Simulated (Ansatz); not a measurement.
The parent structure is YSb in the zinc blende structure (space group F-43m, No. 216; a = 6.951 Å; a hypothetical phase, not in the database extracts checked).

(Cell as relaxed with PBE.)

Levels (all Ansatz, a program for electronic structure, PAW): PBE (420 eV, scalar-relativistic without spin-orbit coupling); r2SCAN (500 eV, no spin-orbit coupling).

Each level relaxes its own structure.

```json
[
 {"base": "volume per atom", "PBE": "41.99 Å³", "r2SCAN": "41.72 Å³"},
 {"base": "lattice parameter a", "PBE": "695.1 pm", "r2SCAN": "693.6 pm"},
 {"base": "band gap", "PBE": "1.46 eV", "r2SCAN": "1.75 eV"}
]
```

It is then changed as follows: a hydrostatic pressure of 4.5 GPa.

```json
[
 {"quantity": "band gap", "PBE": "1.35 eV", "r2SCAN": "1.65 eV"},
 {"quantity": "volume per atom", "PBE": "38.02 Å³", "r2SCAN": "38.00 Å³"},
 {"quantity": "shift of the gap caused by the change", "PBE": "-0.12 eV", "r2SCAN": "-0.11 eV"}
]
```

PBE's band gap lies 0.30 eV below r2SCAN's; PBE's volume per atom lies 0.02 Å³ above r2SCAN's (0.1 %). Neither level is exact; r2SCAN is the comparison here, not a measurement.

With Sb present, leaving out spin-orbit coupling can change the band edges. Load acts through the strain it causes; cell and atoms are relaxed under it. No phonon test of stability was made.
